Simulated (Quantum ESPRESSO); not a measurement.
The steps of a band-structure calculation for As2O3 (P2_1, 20 atoms in the cell) with Quantum ESPRESSO.

Method of the run: LDA (PZ), GBRV 1.5 ultrasoft (LDA) pseudopotentials (plane waves; Quantum ESPRESSO).

Step 1 (scf):

```fortran
&control
  calculation = 'scf'
  prefix = 'as2o3'
  outdir = './tmp/'
  pseudo_dir = './'
  tprnfor = .true.
  tstress = .true.
/
&system
  ibrav = 0
  nat = 20
  ntyp = 2
  ecutwfc = 40
  ecutrho = 200
  occupations = 'fixed'
  nbnd = 60
/
&electrons
  conv_thr = 1.0d-9
  mixing_beta = 0.7
/
ATOMIC_SPECIES
As    74.9216  as_lda_v1.uspp.F.UPF
O     15.9990  o_lda_v1.2.uspp.F.UPF
ATOMIC_POSITIONS crystal
As    0.379560000    0.795240000    0.915120000
As    0.620440000    0.295240000    0.084880000
As    0.106590000    0.941800000    0.105710000
As    0.893410000    0.441800000    0.894290000
As    0.403620000    0.409360000    0.384750000
As    0.596380000    0.909360000    0.615250000
As    0.131100000    0.370500000    0.564960000
As    0.868900000    0.870500000    0.435040000
O     0.566420000    0.674430000    0.046430000
O     0.433580000    0.174430000    0.953570000
O     0.260090000    0.737330000    0.050120000
O     0.739910000    0.237330000    0.949880000
O     0.965640000    0.644030000    0.077490000
O     0.034360000    0.144030000    0.922510000
O     0.518690000    0.740230000    0.422420000
O     0.481310000    0.240230000    0.577580000
O     0.227510000    0.548020000    0.429940000
O     0.772490000    0.048020000    0.570060000
O     0.981160000    0.186460000    0.409640000
O     0.018840000    0.686460000    0.590360000
K_POINTS automatic
2 3 2  0 0 0
CELL_PARAMETERS angstrom
   8.827240000     0.000000000     0.000000000
   0.000000000     4.612470000     0.000000000
  -2.392521000     0.000000000     8.596732000
```

Step 2 (bands):

```fortran
&control
  calculation = 'bands'
  prefix = 'as2o3'
  outdir = './tmp/'
  pseudo_dir = './'
  verbosity = 'high'
/
&system
  ibrav = 0
  nat = 20
  ntyp = 2
  ecutwfc = 40
  ecutrho = 200
  occupations = 'fixed'
  nbnd = 72
/
&electrons
  conv_thr = 1.0d-9
  startingwfc = 'random'
  diago_thr_init = 1.0d-6
  diagonalization = 'cg'
/
ATOMIC_SPECIES
As    74.9216  as_lda_v1.uspp.F.UPF
O     15.9990  o_lda_v1.2.uspp.F.UPF
ATOMIC_POSITIONS crystal
As    0.379560000    0.795240000    0.915120000
As    0.620440000    0.295240000    0.084880000
As    0.106590000    0.941800000    0.105710000
As    0.893410000    0.441800000    0.894290000
As    0.403620000    0.409360000    0.384750000
As    0.596380000    0.909360000    0.615250000
As    0.131100000    0.370500000    0.564960000
As    0.868900000    0.870500000    0.435040000
O     0.566420000    0.674430000    0.046430000
O     0.433580000    0.174430000    0.953570000
O     0.260090000    0.737330000    0.050120000
O     0.739910000    0.237330000    0.949880000
O     0.965640000    0.644030000    0.077490000
O     0.034360000    0.144030000    0.922510000
O     0.518690000    0.740230000    0.422420000
O     0.481310000    0.240230000    0.577580000
O     0.227510000    0.548020000    0.429940000
O     0.772490000    0.048020000    0.570060000
O     0.981160000    0.186460000    0.409640000
O     0.018840000    0.686460000    0.590360000
K_POINTS crystal_b
14
  0.00000000   0.00000000   0.00000000   4  ! G
  0.00000000   0.00000000   0.50000000   3  ! Y
 -0.39584297   0.00000000   0.60728865   2  ! H
 -0.50000000   0.00000000   0.50000000   7  ! C
 -0.50000000   0.50000000   0.50000000   2  ! E
 -0.60415703   0.50000000   0.39271135   3  ! M1
 -0.50000000   0.50000000   0.00000000   7  ! A
 -0.50000000   0.00000000   0.00000000   3  ! X
 -0.60415703   0.00000000   0.39271135   1  ! H1
 -0.39584297   0.50000000   0.60728865   3  ! M
  0.00000000   0.50000000   0.50000000   4  ! D
  0.00000000   0.50000000   0.00000000   1  ! Z
  0.00000000   0.00000000   0.50000000   7  ! Y
  0.00000000   0.50000000   0.50000000   1  ! D
CELL_PARAMETERS angstrom
   8.827240000     0.000000000     0.000000000
   0.000000000     4.612470000     0.000000000
  -2.392521000     0.000000000     8.596732000
```

Step 3 (bands.x):

```fortran
&bands
  prefix = 'as2o3'
  outdir = './tmp/'
  filband = 'bands.dat'
  lsym = .false.
/
```

Output of bands (abridged):

```
     Atomic positions and unit cell read from directory:
     ./tmp/as2o3.save/

     Message from routine setup:
     using ibrav=0 with symmetry is DISCOURAGED, use correct ibrav instead
     G-vector sticks info
     --------------------
     sticks:   dense  smooth     PW     G-vecs:    dense   smooth      PW
     Sum        2321    1853    529               112869    80771   12329

     bravais-lattice index     =            0
   [... lines left out ...]
     unit-cell volume          =    2362.0467 (a.u.)^3
   [... lines left out ...]
    -6.4653  -6.2256  -4.1077  -3.7723  -3.7566  -3.6416  -3.5617  -3.4771
    -3.2815  -3.1899  -2.8511  -2.2081  -2.0750  -1.6950  -1.5084  -1.2576
    -1.2247  -1.0152  -0.7287  -0.7124  -0.4575  -0.3617  -0.3158  -0.1502
    -0.1500   0.0040   0.1879   0.3923   0.7899   0.9056   0.9097   1.0930
     1.2286   1.3625   1.5014   1.5143   1.6506   1.8199   2.2023   2.5273
     5.9086   6.0887   6.2828   6.4009   6.5142   6.6835   6.8944   7.0498
     7.3022   7.3097   7.5519   7.7201   7.9578   8.3257   8.4710   9.0585

          k = 0.0000 0.0000 0.1284 ( 10087 PWs)   bands (ev):

   -17.3545 -17.2257 -16.7145 -16.5668 -15.9844 -15.8042 -15.1161 -14.9975
   -14.9666 -14.8458 -14.8422 -14.7916  -9.3951  -9.2090  -7.8207  -7.6438
    -6.4576  -6.2335  -4.1062  -3.7721  -3.7537  -3.6416  -3.5632  -3.4839
    -3.2897  -3.1920  -2.8185  -2.2226  -2.0744  -1.7189  -1.5055  -1.2527
    -1.2130  -1.0155  -0.7472  -0.7170  -0.4556  -0.3490  -0.3032  -0.1689
    -0.1319   0.0152   0.2055   0.3956   0.7910   0.8959   0.9084   1.0883
     1.2158   1.3565   1.4666   1.5240   1.6458   1.8256   2.2159   2.5360
     5.9262   6.1065   6.2519   6.4054   6.5507   6.6727   6.8206   7.0858
     7.2649   7.3270   7.5420   7.7847   8.0040   8.2563   8.5016   9.0202

   [... 46 blocks of this kind left out ...]
```

Output of bands.x (abridged):

```
     Reading xml data from directory:

     ./tmp/as2o3.save/

     G-vector sticks info
     --------------------
     sticks:   dense  smooth     PW     G-vecs:    dense   smooth      PW
     Sum        2321    1853    529               112869    80771   12329

     Reading collected, re-writing distributed wavefunctions
     high-symmetry point:  0.0000 0.0000 0.0000   x coordinate   0.0000
     high-symmetry point:  0.0000 0.0000 0.5134   x coordinate   0.5134
     high-symmetry point: -0.3958 0.0000 0.5134   x coordinate   0.9092
     high-symmetry point: -0.5000 0.0000 0.3743   x coordinate   1.0831
     high-symmetry point: -0.5000 0.9569 0.3743   x coordinate   2.0400
     high-symmetry point: -0.6042 0.9569 0.2351   x coordinate   2.2138
     high-symmetry point: -0.5000 0.9569-0.1392   x coordinate   2.6022
     high-symmetry point: -0.5000 0.0000-0.1392   x coordinate   3.5591
     high-symmetry point: -0.6042 0.0000 0.2351   x coordinate   3.9476
     high-symmetry point: -0.3958 0.9569 0.5134   x coordinate   3.9476
     high-symmetry point:  0.0000 0.9569 0.5134   x coordinate   4.3435
     high-symmetry point:  0.0000 0.9569 0.0000   x coordinate   4.8569
     high-symmetry point:  0.0000 0.0000 0.5134   x coordinate   4.8569
     high-symmetry point:  0.0000 0.9569 0.5134   x coordinate   5.8138

     Plottable bands (eV) written to file bands.dat.gnu
     Bands written to file bands.dat

   JOB DONE.
```

The gap along the path is 3.32 eV.

The starting cell comes from a database of computed structures (which also holds hypothetical and non-ambient phases and stackings), without a prior relaxation at this level.
